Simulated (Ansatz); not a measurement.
Base system: TaN (space group P-6m2, No. 187; a = 2.936 Å, c = 2.885 Å).

The values are results of Ansatz (a first-principles code), r2SCAN, PAW, cutoff 500 eV, spin-orbit coupling left out, earlier PAW set, not measurements.

For the base:

```
Quantity            Value
---------------  --------
Volume per atom  10.77 Å³
c/a ratio           0.983
```

Now apply this change: cell and atoms relaxed at a pressure of 30 GPa.

### Question
What does the calculation give for the volume per atom and c/a ratio after the change?

### Answer
The volume per atom shrinks by 0.74 Å³ to 10.03 Å³; the c/a ratio increases by 0.004, from 0.983 to 0.987.

A case with no gap was solved on a k-mesh chosen for an insulator, which is coarse for it. Load acts through the strain it causes; cell and atoms are relaxed under it. No phonon test of stability was made. No other phases were tried under pressure. All final runs are without spin polarisation. This is not the structure that TaN has at room temperature and ambient pressure.
